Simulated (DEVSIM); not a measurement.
Structure: abrupt GaAs p-n junction, at 300 K.

```tsv
layer (left to right)	material	thickness (μm)	Nd (cm⁻³)	Na (cm⁻³)	τn (s)	τp (s)
1	GaAs	3.30	-	6.9e15	1.1e-8	1.1e-8
2	GaAs	10.0	2.6e15	-	1.1e-8	1.1e-8
```

Left contact: ohmic. Right contact: ohmic. Voltage is applied to the left contact. Recombination: SRH at mid-gap, radiative. Mobility is constant in doping.

Constants are typed, rounded textbook-type inputs, not results; the design itself was drawn at random and stands for no fabricated device. Values at 300 K.

| parameter | GaAs |
|---|---|
| gap (eV) | 1.424 |
| affinity (eV) | 4.07 |
| permittivity | 12.9 |
| Nc (cm⁻³) | 4.7e17 |
| Nv (cm⁻³) | 9e18 |
| μn (cm²/Vs) | 8500 |
| μp (cm²/Vs) | 400 |
| B (cm³/s) | 2e-10 |

Model (solved in DEVSIM): 1D drift-diffusion, Boltzmann statistics, complete ionisation; no tunnelling, impact ionisation, image-force lowering or self-heating.

Q: Tabulate band edges, carrier densities and field at 1.05 V on the left contact.

A: Energies count from the Fermi level of the right contact; mesh points crowd at the junctions.

```tsv
x (μm)	Ec (eV)	Ev (eV)	n (cm⁻³)	p (cm⁻³)	field (V/cm)
0.000	0.189	-1.235	< 1e2	6.9e15	≈ 0
0.03234	0.189	-1.235	2.2e12	6.9e15	≈ 0
0.1024	0.189	-1.235	7.1e12	6.9e15	≈ 0
0.2706	0.189	-1.235	1.9e13	6.9e15	≈ 0
0.8850	0.189	-1.235	6.1e13	7.0e15	≈ 0
1.899	0.190	-1.234	1.3e14	7.0e15	≈ 0
2.712	0.191	-1.233	1.8e14	7.1e15	≈ 0
3.126	0.190	-1.234	2.2e14	6.8e15	-200
3.236	0.183	-1.242	3.0e14	5.0e15	-1700
3.286	0.169	-1.255	5.2e14	2.9e15	-4000
3.311	0.158	-1.266	8.0e14	1.9e15	-4400
3.380	0.137	-1.287	1.8e15	8.6e14	-1900
3.520	0.125	-1.299	2.8e15	5.2e14	-280
3.849	0.124	-1.300	3.0e15	4.4e14	12
4.993	0.125	-1.299	2.9e15	3.3e14	14
7.306	0.128	-1.296	2.8e15	1.8e14	12
10.59	0.132	-1.292	2.7e15	5.9e13	≈ 0
12.11	0.133	-1.291	2.6e15	2.4e13	≈ 0
12.94	0.134	-1.290	2.6e15	7.5e12	≈ 0
13.16	0.134	-1.290	2.6e15	2.9e12	≈ 0
13.25	0.134	-1.290	2.6e15	1.0e12	≈ 0
13.30	0.134	-1.290	2.6e15	< 1e2	≈ 0
```
